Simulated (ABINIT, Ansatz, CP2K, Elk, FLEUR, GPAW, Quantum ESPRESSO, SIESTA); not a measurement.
# Pb (Fm-3m, 1 atom in the cell) computed with different codes at matched settings

Self-consistent single point, at a second geometry (lattice scaled by 0.98). First geometry:

```
Pb
1.0
    0.00000     2.51970     2.51970
    2.51970     0.00000     2.51970
    2.51970     2.51970     0.00000
Pb
1
Direct
  0.00000   0.00000   0.00000
```

Shared settings, as Ansatz (a quantum-chemistry and plane-wave program) writes them: kpoints.mp_grid.grid = 8 8 8; scf.occupations.method = fermi_dirac; scf.occupations.width = 0.0073 Ry. Potentials and cutoffs stand in the table.

| code | model | ΔF from the first geometry (meV/atom) | pressure (GPa) | cutoff |
|---|---|---|---|---|
| SIESTA | GGA PBE, numerical atomic orbitals TZP, PseudoDojo PBE standard norm-conserving potentials (rewritten from UPF to PSML) | 13.9 | 3.01 | grid 300 Ry |
| CP2K | PBE, GPW, DZVP-MOLOPT-SR-GTH basis, GTH-PBE potentials (GTH_POTENTIALS) | 18.0 | 3.04 | grid 400 Ry |
| ABINIT | PBE, norm-conserving pseudopotentials (PseudoDojo nc-sr-05 PBE standard) | 14.7 | 2.73 | 31 Ha |
| Quantum ESPRESSO | PBE, PSlibrary PAW (PBE, semicore) pseudopotentials | 16.5 | 1.63 | 55 Ry |
| GPAW | PBE, GPAW PAW datasets PBE (gpaw-data 1.0.1) | 13.3 | 2.56 | 550 eV |
| Elk | PBE, all-electron FP-LAPW, Elk's shipped species files, default APW+lo basis | 17.1 | – | default |
| Ansatz | PBE, default PAW files | 16.1 | 2.85 | default |
| FLEUR | PBE, all-electron FLAPW (FLEUR), scalar-relativistic valence | 17.0 | – | Kmax 3.8 1/bohr |

For Quantum ESPRESSO (by 1.2 GPa) the energy change implies a higher mean pressure, against the two pressures, than for the other programs: a sign of finite-basis (Pulay) stress.

A dash marks a value that a program does not give, or that is left out as unsure.

On Ansatz's run: spin-orbit coupling is off.

The spread over the programs that give each value: ΔF from the first geometry within 4.7 meV/atom; pressure within 1.41 GPa.

SIESTA and CP2K use small atom-centred bases, whose incompleteness enters pressures, forces and empty levels differently from a plane-wave cutoff. Elk and FLEUR treat all electrons, but the usual bases taken here (sphere radii, linearisation, local orbitals, empty states) were not tested for convergence, so the values are no reference for the others. Ansatz's pressure is given at a fixed set of plane waves, as the other plane-wave codes print theirs. In the pressure, Quantum ESPRESSO (by 1.01) lies more than 1 GPa from the median of the plane-wave programs.

The starting cell comes from a database of computed structures (which also holds hypothetical and non-ambient phases and stackings), without a prior relaxation at this level. Its lattice was rescaled by a random factor within 2.5 % of one. For this run, on top of that: lattice scaled by 0.98.

Keys are those of Ansatz 0.2.
